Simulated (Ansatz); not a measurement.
Short convergence ladders for GaGeTe (R3m, 6 atoms in the cell)

```xyz
6
Lattice="2.0300 1.1720 11.9689 -2.0300 1.1720 11.9689 0.0000 -2.3440 11.9689" Properties=species:S:1:pos:R:3 pbc="T T T"
Ga     0.0000     0.0000     9.1915
Ga     0.0000     0.0000    26.7652
Ge     0.0000     0.0000    11.5706
Ge     0.0000     0.0000    24.3361
Te     0.0000     0.0000     4.0801
Te     0.0000     0.0000    31.8266
```

Base method: PBEsol, default PAW files made with PBE (plane waves; Ansatz, an electronic-structure program).

Base settings: basis.ecutwfc = 420 eV; kpoints.mp_grid.grid = 3 3 3; hamiltonian.xc = pbesol; hamiltonian.pseudopotentials = {kind: paw} (the program's default PAW files); scf.occupations.method = gaussian; scf.occupations.width = 0.05 eV.

The count of work is k-points × plane waves × bands × iterations; it is no time. Core times come from one kind of shared machine, to one figure; runs under 30 s give none.

**The cutoff for other potential files**

Level: DFT, PBEsol, plane waves, harder PAW files (source: ansatz) made with PBE.

In this ladder: hamiltonian.pseudopotentials = {kind: paw, source: ansatz}.

The second cell is the first with its lattice scaled by 0.98.

The mesh stays at the base's, so the ladder's end is converged at best in this setting alone.

The first pressure column holds Ansatz's estimate of the finite-basis (Pulay) stress, which hides part of the cutoff error; the other is without it.

Only quantities that move along the ladder and can be compared are tabulated; the gap is left out on so coarse a mesh.

```tsv
basis.ecutwfc	free energy less the last step's (meV/atom)	energy of the compressed cell less the first (meV/atom)	pressure (GPa)	pressure without the Pulay estimate (GPa)	largest difference of a force vector from the last step's (eV/Å)	count of work / last	core time / last (rough)
460 eV	15101.41	145.89	0.93	-481.58	0.327	0.11	–
560 eV	2320.42	55.30	0.72	-91.81	0.040	0.14	–
715 eV	108.74	27.95	0.87	-5.22	0.003	0.21	–
865 eV	3.58	27.07	0.89	0.60	0.000	0.28	–
1020 eV	0.31	27.08	0.89	0.89	0.000	0.35	0.4
1225 eV	0.20	27.08	0.89	0.89	0.000	0.47	0.4
1530 eV	0.09	27.08	0.89	0.89	0.000	0.65	0.7
2040 eV	0.00	27.08	0.89	0.89	0.000	1.0	1
```

Coarsest basis.ecutwfc that holds the energy of the compressed cell less the first within 0.5 meV/atom of the last step, with all finer ones: 865 eV, at 0.28 of the last step's count of work; the step before is off by 0.87 meV/atom.

Coarsest basis.ecutwfc that holds the pressure without the Pulay estimate within 1 GPa of the last step, with all finer ones: 865 eV, at 0.28 of the last step's count of work; the step before is off by 6.1 GPa.

Coarsest basis.ecutwfc that holds the free energy within 5 meV/atom of the last step, with all finer ones: 865 eV, at 0.28 of the last step's count of work; the step before is off by 110 meV/atom.

The energy difference between the two cells stays within 1 meV/atom of the last step's from 715 eV on, the total only from 1020 eV on: much of the error is common to both cells and cancels.

At the lowest cutoff the pressure without the Pulay estimate lies 482 GPa under the last step's, the usual sign of Pulay stress in an incomplete plane-wave basis.

**The density cutoff**

The second cell is the first with its lattice scaled by 0.98.

The mesh stays at the base's, so the ladder's end is converged at best in this setting alone.

Only quantities that move along the ladder and can be compared are tabulated; the gap is left out on so coarse a mesh.

| basis.ecutrho_ratio | free energy less the last step's (meV/atom) | energy of the compressed cell less the first (meV/atom) | pressure (GPa) | largest difference of a force vector from the last step's (eV/Å) |
|---|---|---|---|---|
| 2 | -14.52 | 26.09 | 1.36 | 0.011 |
| 3 | -0.28 | 27.00 | 0.89 | 0.000 |
| 4 | -0.01 | 27.01 | 0.88 | 0.000 |
| 5 | 0.00 | 27.01 | 0.88 | 0.000 |
| 6 | 0.00 | 27.01 | 0.88 | 0.000 |
| 8 | 0.00 | 27.01 | 0.88 | 0.000 |
| 10 | 0.00 | 27.01 | 0.88 | 0.000 |
| 12 | 0.00 | 27.01 | 0.88 | 0.000 |
| 16 | 0.00 | 27.01 | 0.88 | 0.000 |

Coarsest basis.ecutrho_ratio that holds the pressure within 0.05 GPa of the last step, with all finer ones: 3; the step before is off by 0.48 GPa.

Coarsest basis.ecutrho_ratio that holds the free energy within 5 meV/atom of the last step, with all finer ones: 3; the step before is off by 15 meV/atom.

Coarsest basis.ecutrho_ratio that holds the forces within 0.005 eV/Å of the last step, with all finer ones: 3; the step before is off by 0.011 eV/Å.

The energy difference between the two cells stays within 1 meV/atom of the last step's from 2 on, the total only from 3 on: much of the error is common to both cells and cancels.

On the base run: the starting cell comes from a database of computed structures (which also holds hypothetical and non-ambient phases and stackings), without a prior relaxation at this level. Its lattice was rescaled by up to half a per cent. One atom was moved a little off its site on purpose.

Keys are those of Ansatz 0.2.
